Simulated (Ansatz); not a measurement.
**A constructed model of the (111) surface of fcc Ir, a layer of Nb in place of the third plane (bottom of the slab: a bare face, its two planes held)**

These are PBE (plane waves to 420 eV, PAW; Ansatz, a first-principles code) values and carry that method's errors.

Model: 6-atom slab, 11.5 Å thick at the start with caps and adatoms (thin: gaps and levels are the slab's own), 16x16x1 mesh, Fermi-Dirac 0.1 eV, dipole correction, 2 atoms held, the rest relaxed; held to the start's symmetry, so lower structures may exist; no spin, no spin-orbit, no U. In PBE it lies 0.59 eV a 1x1 cell over the lowest computed structure of the same composition (a layer of Nb in place of the second plane).

```
Quantity                                        Result
-----------------------------  -----------------------
work function of the top face                  5.62 eV
energy released by relaxation                 0.009 eV
cost                           roughly 50 core-seconds
```
